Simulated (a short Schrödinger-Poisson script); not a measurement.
Stack: MOS inversion layer, SiO2 on p-type Si(111), at 300 K.

From the gate side: 2.2 nm SiO2; 570 nm Si, acceptors 5.7e17 cm⁻³.

The device is made up for the run: typed textbook-type constants, with dimensions and the other settings drawn at random. SiO2: permittivity 3.9, conduction-band edge (eV) 3.15, gap (eV) 9, electron mass (mₑ) 0.5. Si: permittivity 11.7, conduction-band edge (eV) 0, gap (eV) 1.124, Nv at 300 K (cm⁻³) 3.1e19.

Channel valleys (confinement mass, in-plane density-of-states mass, number): Δ6 0.258, 0.358, 6. At the gate the conduction-band edge of layer 1 lies 3.75 eV − eVg above the Fermi level of the channel; the field vanishes at the back. Gaps are held at their typed values at every temperature. Mesh 0.03 nm at interfaces.

Solved with a short Schrödinger-Poisson script written for these runs: 1D Poisson equation in equilibrium, electrons quantum, Hartree (BenDaniel-Duke, 12 states a valley, the channel's in-plane mass for all, wave functions free to enter the dielectric), parabolic valleys, classical holes, full ionisation, no traps, pinning or gate leakage.

| Vg (V) | electrons (cm⁻²) | C (μF/cm²) | Δ6 E0 (meV from the Fermi level) |
|---|---|---|---|
| 0.8 | 1.07e10 | 0.242 | 199.1 |
| 0.9 | 1.53e11 | 0.607 | 130.2 |
| 1 | 6.16e11 | 0.971 | 93.9 |
| 1.1 | 1.25e12 | 1.11 | 75.1 |
| 1.2 | 1.96e12 | 1.18 | 63.1 |
| 1.3 | 2.71e12 | 1.22 | 54.3 |
| 1.4 | 3.48e12 | 1.25 | 47.3 |
| 1.5 | 4.27e12 | 1.27 | 41.6 |
| 1.6 | 5.06e12 | 1.29 | 36.7 |
| 1.7 | 5.87e12 | 1.30 | 32.4 |
| 1.8 | 6.69e12 | 1.31 | 28.5 |
| 1.9 | 7.51e12 | 1.32 | 25.0 |
| 2 | 8.34e12 | 1.33 | 21.8 |
| 2.1 | 9.18e12 | 1.34 | 18.8 |
| 2.2 | 1.00e13 | 1.35 | 16.1 |
| 2.3 | 1.09e13 | 1.35 | 13.5 |

Gate voltages with under 1e9 electrons/cm² are left out.

At Vg = 2.3 V the lowest Δ6 subband lies at 13.5 meV from the Fermi level. How many electrons does it hold, and what share of all?

The two-dimensional density of states is g m/(πħ²) = 8.97e11 cm⁻² meV⁻¹ (both spins), kT = 25.9 meV, so n = D kT ln(1 + exp(−E/kT)) = 1.08e13 cm⁻², 1.00 of the 1.09e13 cm⁻² in all.

Compare the slope of the sheet density between 2.1 and 2.3 V with the geometric capacitance of the layers between gate and channel.

q Δn/ΔV = 1.38 μF/cm²; ε0/Σ(t/ε) = 1.57 μF/cm². The ratio is 0.88: the channel acts as a further capacitance in series.
